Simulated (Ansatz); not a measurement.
A self-consistent single point of TiB2Mo (Amm2, 4 atoms in the cell) with Ansatz (a program for electronic structure).

Method: PBEsol, default PAW files made with PBE (plane waves; Ansatz).

```yaml
crystal:
  lattice:
    - [3.06714, 0.00000, 0.00000]
    - [0.00000, 1.58076, 4.20052]
    - [0.00000, -1.58076, 4.20052]
  atoms:
    - { symbol: Ti, position: [0.00000, 0.15325, 0.15325] }
    - { symbol: B, position: [0.50000, 0.55875, 0.55875] }
    - { symbol: B, position: [0.00000, 0.43994, 0.43994] }
    - { symbol: Mo, position: [0.50000, 0.85402, 0.85402] }
```

Reference input (self-consistent single point, DFT, PBEsol, plane waves, default PAW files made with PBE): basis.ecutwfc = 420 eV; kpoints.mp_grid.grid = 11 11 11; hamiltonian.xc = pbesol; hamiltonian.pseudopotentials = {kind: paw} (the program's default PAW files); scf.occupations.method = gaussian; scf.occupations.width = 0.1 eV. This run's input differs from it in these lines:

Ansatz 0.2 input:
```diff
@@ -14,3 +14,3 @@
 kpoints:
-  mp_grid: { grid: [11, 11, 11] }
+  mp_grid: { grid: [18, 18, 18] }
 hamiltonian:
@@ -19,3 +19,3 @@
 scf:
-  occupations: { method: gaussian, width: 0.1 }
+  occupations: { method: methfessel_paxton, width: 0.1 }
 output:
```

Log, with long lists cut:

```
SCF iter   1: F=—  HF=-7680.201549 eV  |F-HF|=—  |Δ(HF+E_count)|=         —  Δρ=8.06e-3  dr2=5.21e-2  ethr=1.77e-3  ⟨swp⟩=4.8  Hψ=73399  notcnv=0
all-band conjugate gradients solve this SCF's bands
preconditioner: auto → Kerker (q_TF=auto, 2.621 Å⁻¹)
SCF iter   2: F=—  HF=-7680.194443 eV  |F-HF|=—  |Δ(HF+E_count)|=   7.11e-3  S|Δr|=    0.00e0  Δρ=4.37e-3  dr2=1.53e-2  ethr=1.63e-4  ⟨swp⟩=1.0  Hψ=25481  notcnv=0
SCF iter   3: F=—  HF=-7680.190824 eV  |F-HF|=—  |Δ(HF+E_count)|=   3.62e-3  S|Δr|=    0.00e0  Δρ=5.17e-4  dr2=1.71e-4  ethr=4.78e-5  ⟨swp⟩=2.0  Hψ=25439  notcnv=0
SCF iter   4: F=—  HF=-7680.190780 eV  |F-HF|=—  |Δ(HF+E_count)|=   4.38e-5  S|Δr|=    0.00e0  Δρ=1.16e-4  dr2=6.45e-6  ethr=5.33e-7  ⟨swp⟩=2.0  Hψ=25309  notcnv=0
SCF iter   5: F=—  HF=-7680.190775 eV  |F-HF|=—  |Δ(HF+E_count)|=   5.05e-6  S|Δr|=    0.00e0  Δρ=2.96e-5  dr2=4.92e-7  ethr=2.02e-8  ⟨swp⟩=2.3  Hψ=26589  notcnv=0
SCF iter   6: F=-7680.190775 eV  HF=-7680.190775 eV  |F-HF|=9.41e-9  |Δ(HF+E_count)|=   9.16e-8  S|Δr|=    0.00e0  Δρ=5.52e-6  dr2=1.48e-8  ethr=3.13e-10  ⟨swp⟩=5.0  Hψ=72541  notcnv=0
SCF 1 converged in 6 iterations: F = -7680.190775 eV  dr2 = 1.48e-8
Stability not checked (fill_not_monotonic)
Free energy (F): -7680.190775 eV
Internal energy: -7680.190937 eV  (E = F + TS)
E sigma→0 (E₀):  -7680.190815 eV
Entropy (-TS):   0.000162 eV (0.040 meV/atom)
Fermi energy:    17.448838 eV
--- Forces (eV/Å), atoms counted from 1 ---
  atom   1  Ti     0.00000000     0.00000000    -0.92480357
  atom   2  B      0.00000000     0.00000000     0.23347439
  atom   3  B      0.00000000     0.00000000     0.32246554
  atom   4  Mo     0.00000000     0.00000000     0.36893316
--- Stress (GPa, compression-positive) ---
       -1.872403       0.000000       0.000000
        0.000000      -3.649165       0.000000
        0.000000       0.000000      -2.040614
  P = ⅓ Tr σ = -2.5207 GPa (-25.207 kbar)
  The stress holds the Pulay correction. Without it, at fixed plane waves, as pw.x and ABINIT print it: P = -2.6429 GPa
```

The run converged in 6 iterations. Against the reference run the free energy hardly moves (within 1 meV/atom), the pressure moves little (-2.50 to -2.52 GPa) and the largest force goes from 0.913 to 0.925 eV/Å.

The starting cell comes from a database of computed structures (which also holds hypothetical and non-ambient phases and stackings), without a prior relaxation at this level. Its lattice was rescaled by up to half a per cent. One atom was moved a little off its site on purpose. Spin polarisation is off. Ansatz's pressure includes its estimate of the finite-basis (Pulay) stress.

Cost on one core of a shared machine: roughly 50 s.
